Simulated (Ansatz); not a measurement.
What pressure 15 GPa does to Cd

Start from Cd in the hcp (Mg type) structure (space group P6_3/mmc, No. 194; a = 3.016 Å, c = 5.819 Å).

Modification: cell and atoms relaxed at a pressure of 15 GPa.

Level of theory: Ansatz (a first-principles code), PBE, PAW, cutoff 420 eV, spin-orbit coupling left out. Γ-centred 18×18×8 mesh, Fermi–Dirac width 0.05 eV.

The volume per atom falls by 4.35 Å³, from 22.92 Å³ to 18.57 Å³ and the density goes up by 1.91 g/cm³, from 8.14 g/cm³ to 10.05 g/cm³. The lattice parameter a falls by 0.091 Å, from 3.016 Å to 2.925 Å and the c/a ratio shrinks by 0.215 (1.929 → 1.714). The enthalpy H = E + PV relative to the base's energy amounts to +1.90 eV/atom and the band gap is still zero.

Final structure:

```
Cd
1.0
    2.92467     0.00000     0.00000
   -1.46233     2.53284     0.00000
    0.00000     0.00000     5.01345
Cd
2
Direct
  0.33333   0.66667   0.75000
  0.66667   0.33333   0.25000
```

Cost of the whole job for the changed cell (relaxation, final SCF and bands): around 70 core-seconds (rough).

Load acts through the strain it causes; cell and atoms are relaxed under it. No phonon test of stability was made. Competing high-pressure phases were not computed.
